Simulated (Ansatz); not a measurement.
Cost and result by functional for the surface energy of the (100) surface of bcc V in its 1x1 cell, outermost plane spacing 1.50 Å in the ideal cut, in Ansatz (plane waves, PAW). Single points on the PBE structure, on one kind of machine; costs are rough ratios of the slab run's core time (references not counted) to the cheapest single point. r2SCAN's cost holds its higher cutoff (500 against 420 eV). Differences are taken against r2SCAN for comparison alone: no measured value is at hand, so the table doesn't rank accuracy.

Slab: 8 atoms, 10.5 Å thick at the start (thin: gaps and levels are the slab's own); k 13x13x1, smearing 0.1 eV, dipole-corrected; all atoms relaxed; symmetry of the start imposed; no spin, no spin-orbit, no U. These notes are the PBE run's.

| functional | relative cost | surface energy (J/m²) | less r2SCAN (J/m²) |
|---|---|---|---|
| LDA | 1 | 2.77 | 0.19 |
| RPBE | 1 | 2.22 | -0.35 |
| PBEsol | 1 | 2.66 | 0.09 |
| r2SCAN | 2 | 2.58 | 0.00 |
| PBE (the relaxed run's value) | – | 2.41 | -0.17 |

The values span 0.55 J/m², while the single points' costs differ by a factor of roughly 2. Differences are of unrounded values.

Ansatz is a quantum-chemistry and plane-wave program.
